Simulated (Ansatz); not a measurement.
## Be_Al (zinc-blende AlP host)

Level of theory: PBE, PAW (plane waves to 420 eV; Ansatz, a first-principles code). The supercell holds 64 host sites (2×2×2 repeats of the unit cell), with a 2×2×2 shifted k-point sampling for the final energies. Site at the start: the Al site. Finite-size correction: monopole term and site-potential alignment. Dielectric constants: PBE linear response of the host. Host gap at this level: 1.63 eV. A cell of this size leaves errors of a few tenths of an eV. Levels are measured in PBE's own, too narrow, gap. Spin–orbit coupling is left out. Each state is the lowest found from its start.

Formation energies E_f are given with the Fermi level at the valence-band maximum. Chemical conditions: P-rich (Δμ(Al) = -1.26 eV, Δμ(Be) = -1.05 eV, bounded by BeP2 (C2/c); only phases computed here count, gases as isolated molecules at 0 K). Reference phases: Al: fcc Al, Be: hcp Be.

```tsv
charge	moment (μB)	largest move off a lattice site (Å)	image correction with alignment (eV)	E_f, P-rich (eV)
+1*	not spin-polarised	0.15	–	–
0*	fractional	0.15	–	–
−1	not spin-polarised	0.15	0.24	1.63
```

* At this level the carrier isn't localised at the defect: at charge +1 holes occupy the valence band; at charge 0 holes occupy the valence band. Such a state is shallow or no state of the defect, and this cell gives it no level.

Starting moments that weren't kept: charge 0 began with 1 μB and ended with 0.4.

Flagged in the runs: a doubtful potential alignment.
